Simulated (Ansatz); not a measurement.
The reference is VBiO$_{4}$ (space group I4_1/a, No. 88; a = 5.121 Å, c = 11.621 Å). Axes: x, y, z lie along a, b, c of the conventional cell.

Level of theory: r2SCAN/PAW in Ansatz (a quantum-chemistry and plane-wave program), spin-orbit coupling left out.

Strains are applied to the cell and any free atomic positions relax.

One change was made to it. Results:

| quantity | base | after |
|---|---|---|
| energy relative to the base (free energy F) | 0 meV/atom | +10 meV/atom |
| largest internal atomic displacement | – | 0.031 Å |
| band gap | 2.46 eV | 2.61 eV |

Which of these changes matches the shifts?
(A) isotropic strain +5.16 %
(B) isotropic strain +5.34 %
(C) uniaxial strain ε_xx = +3.53 %
(D) uniaxial strain ε_zz = +4.00 %

D, uniaxial strain ε_zz = +4.00 %. For comparison, the band gap in the other runs: isotropic strain +5.34 % gives 2.71 eV; uniaxial strain ε_xx = +3.53 % gives 2.55 eV; isotropic strain +5.16 % gives 2.72 eV.

With Bi present, leaving out spin-orbit coupling can change the band edges. Whether these cells are dynamically stable was not tested. Seeded moments were not kept for the base. The final runs are not spin-polarised.
